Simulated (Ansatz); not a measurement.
# CoO (model structure, F-43m, No. 216, 2 atoms in the cell)

Level of theory: LDA (Ansatz, a first-principles code, plane waves, PAW).

Run with plane-wave cutoff 520 eV, 22×22×22 k mesh, Fermi–Dirac smearing 0.05 eV, spin-polarised with parallel moments, scalar-relativistic PAW data made under PBE.

Cell (relaxed at this level):

```
CELL_PARAMETERS angstrom
      0.00000     2.14098     2.14098
      2.14098     0.00000     2.14098
      2.14098     2.14098     0.00000
ATOMIC_POSITIONS crystal
  O  0.75000 0.75000 0.75000
  Co 0.00000 0.00000 0.00000
```
Starting moments (μB, in the order of the record's atoms O Co): 0.0 3.0.

```
Item              Result
---------------  -------
bulk modulus B0  217 GPa
```

Note: the magnetic order was assumed, not searched for or taken from measurement; the bulk modulus is −V dP/dV from two relaxed cells at ±2 % in volume; the relaxation could raise the start's symmetry but not lower it, so the cell can be a saddle point; functionals without U or exact exchange can leave correlated insulators metallic, so the missing gap need not be real.

The computed numbers hold no vibrational or temperature effects.

A model structure was made by putting elements into a prototype or built by hand; it is no filed structure, need not be a known phase, and can be a saddle point held by its symmetry.
